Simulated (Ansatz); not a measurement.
KCl: pressure series

Consider KCl in the rock salt structure (space group Fm-3m, No. 225; a = 6.381 Å).

Cell and atoms are relaxed at each pressure.

Method: PBE (Ansatz, a first-principles code; PAW; 420 eV plane waves; no spin-orbit coupling).

Two rows of this table had their results exchanged by mistake.

```
pressure          volume per atom (Å³)  shortest distance (Å)  band gap
----------------  --------------------  ---------------------  --------
pressure −2 GPa                  39.47                  3.405   4.47 eV
pressure −1 GPa                  34.94                  3.269   4.82 eV
pressure 0.3 GPa                 31.91                  3.172   5.11 eV
pressure 0.7 GPa                 25.27                  2.935   6.01 eV
pressure 1.5 GPa                 30.09                  3.110   5.31 eV
pressure 3 GPa                   28.42                  3.052   5.52 eV
pressure 5 GPa                   26.78                  2.992   5.76 eV
pressure 7.5 GPa                 31.23                  3.149   5.18 eV
pressure 10 GPa                  24.10                  2.889   6.14 eV
```

**Question.** Which two?

**Answer.** The rows for pressure 0.7 GPa and pressure 7.5 GPa: the volume has to fall steadily with pressure, so 31.23 Å³ belongs to pressure 0.7 GPa and 25.27 Å³ to pressure 7.5 GPa.

Load acts through the strain it causes; cell and atoms are relaxed under it. Stability against distortions was not tested. No other phases were tried under pressure.
